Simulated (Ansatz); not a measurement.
## Hypothetical P6_422 BP: response to strain

The parent structure is BP (space group P6_422, No. 181; a = 3.2597 Å, c = 6.9403 Å; a hypothetical phase, not in the database extracts checked). Axes: x lies along a and z along c of the hexagonal cell.

Strains are applied to the cell and any free atomic positions relax; under biaxial strain the out-of-plane vector relaxes too.

Level of theory: Kohn–Sham DFT with the PBEsol functional, run in Ansatz (a program for electronic structure) with PAW and 420 eV plane waves, scalar-relativistic without spin-orbit coupling.

Notes on the quantities. pressure: mean of the normal stresses, compression positive.

| case | volume per atom | pressure |
|---|---|---|
| base | 10.64 Å³ | 0.0 GPa |
| biaxial strain −2.07 %, plane normal [001], relaxed out of plane | 10.30 Å³ | 6.6 GPa |
| biaxial strain −1.06 %, plane normal [001], relaxed out of plane | 10.46 Å³ | 3.3 GPa |
| biaxial strain −0.15 %, plane normal [001], relaxed out of plane | 10.62 Å³ | 0.4 GPa |
| biaxial strain +4.01 %, plane normal [001], relaxed out of plane | 11.36 Å³ | -10.4 GPa |
| isotropic strain −0.70 % | 10.42 Å³ | 4.0 GPa |
| isotropic strain +0.51 % | 10.81 Å³ | -2.7 GPa |
| isotropic strain +2.32 % | 11.40 Å³ | -10.9 GPa |
| uniaxial strain ε_zz = +0.95 % | 10.75 Å³ | -1.6 GPa |
| tensor shear ε_xz = +2.72 % | 10.64 Å³ | 0.5 GPa |

The mesh was chosen for an insulator and is coarse for the gapless case. No phonon test of stability was made. The base started in P3_121 and relaxed to P6_422 at this level. All final runs are without spin polarisation.
